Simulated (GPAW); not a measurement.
Band structure of Ce (Fm-3m, 1 atom in the cell).

```
CELL_PARAMETERS angstrom
      0.00000     2.35958     2.35958
      2.35958     0.00000     2.35958
      2.35958     2.35958     0.00000
ATOMIC_POSITIONS crystal
  Ce 0.00000 0.00000 0.00000
```

Computed with PBE, GPAW PAW datasets PBE (gpaw-data 1.0.1) (plane waves; GPAW 25.7.0).

Settings: mode = pw; ecut = 800 eV; xc = PBE; kpts = 12 12 12; mesh shift (steps) = 0 0 0; occupations.name = fermi-dirac; occupations.width = 0.05 eV; nbands = -5; convergence.density = 1e-05 e/electron; convergence.energy = 1e-05 eV/electron; symmetry.symmorphic = false; symmetry.tolerance = 0.0005; maxiter = 100; bandpath_npoints = 40.

The starting cell comes from a database of computed structures (which also holds hypothetical and non-ambient phases and stackings), without a prior relaxation at this level. Its lattice was rescaled by a random factor within 2.5 % of one. Spin-orbit coupling is off. Spin polarisation is off. The f electrons are in the valence without U or exact exchange, which can misplace them near the Fermi level. Spin-orbit terms, which matter for f shells, are left out.

Levels in eV from the Fermi level, bands 3 to 10:
```tsv
point	3	4	5	6	7	8	9	10
Γ	-15.95	-15.95	-2.91	-0.16	0.39	0.39	0.39	1.04
X	-17.00	-17.00	-2.92	-2.27	0.43	0.53	0.53	0.70
W	-17.90	-17.10	-1.22	0.00	0.00	0.14	0.64	0.64
K	-17.71	-16.78	-2.12	-0.45	0.40	0.49	0.54	0.58
L	-16.32	-16.32	-2.12	-0.10	0.38	0.38	0.80	0.96
U	-17.71	-16.78	-2.12	-0.45	0.40	0.49	0.54	0.58
```

Bands cross the Fermi level along this path, so the cell is metallic at this level.
